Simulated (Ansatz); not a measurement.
Data:

End structure of the (10-13) surface of hcp Be in its 1x1 cell, outermost plane spacing 0.17 Å in the ideal cut:

```yaml
crystal:
  lattice:
    - [2.26165, 0.00000, 0.00000]
    - [-1.13082, 6.87489, 0.00000]
    - [0.00000, 0.00000, 26.50000]
  atoms:
    - { symbol: Be, position: [0.26524, 0.53053, 0.30793] }
    - { symbol: Be, position: [0.46634, 0.93263, 0.31469] }
    - { symbol: Be, position: [0.63901, 0.27819, 0.33567] }
    - { symbol: Be, position: [0.86152, 0.72317, 0.35407] }
    - { symbol: Be, position: [0.02045, 0.04080, 0.37804] }
    - { symbol: Be, position: [0.24400, 0.48814, 0.38935] }
    - { symbol: Be, position: [0.39966, 0.79925, 0.42083] }
    - { symbol: Be, position: [0.62473, 0.24938, 0.42545] }
    - { symbol: Be, position: [0.77686, 0.55379, 0.45842] }
    - { symbol: Be, position: [0.00667, 0.01347, 0.46466] }
    - { symbol: Be, position: [0.15367, 0.30719, 0.49647] }
    - { symbol: Be, position: [0.38533, 0.77079, 0.50353] }
    - { symbol: Be, position: [0.53232, 0.06451, 0.53534] }
    - { symbol: Be, position: [0.76213, 0.52419, 0.54158] }
    - { symbol: Be, position: [0.91426, 0.82860, 0.57455] }
    - { symbol: Be, position: [0.13933, 0.27873, 0.57917] }
    - { symbol: Be, position: [0.29499, 0.58984, 0.61065] }
    - { symbol: Be, position: [0.51854, 0.03718, 0.62196] }
    - { symbol: Be, position: [0.67747, 0.35482, 0.64593] }
    - { symbol: Be, position: [0.89998, 0.79979, 0.66432] }
    - { symbol: Be, position: [0.07265, 0.14535, 0.68531] }
    - { symbol: Be, position: [0.27375, 0.54745, 0.69207] }
```

Slab: 22 atoms, 10.3 Å thick at the start (thin: gaps and levels are the slab's own); k 17x6x1, smearing 0.1 eV, dipole-corrected; all atoms relaxed; held to the part of the start's symmetry that mesh and held atoms allow; no spin, no spin-orbit, no U.

Problem. What is the computed work function of the top face (PBE in Ansatz, a program for electronic structure)?

Solution. 4.39 eV

Problem. What is the computed surface energy (mean of both faces) (PBE)?

Solution. 2.49 J/m^2
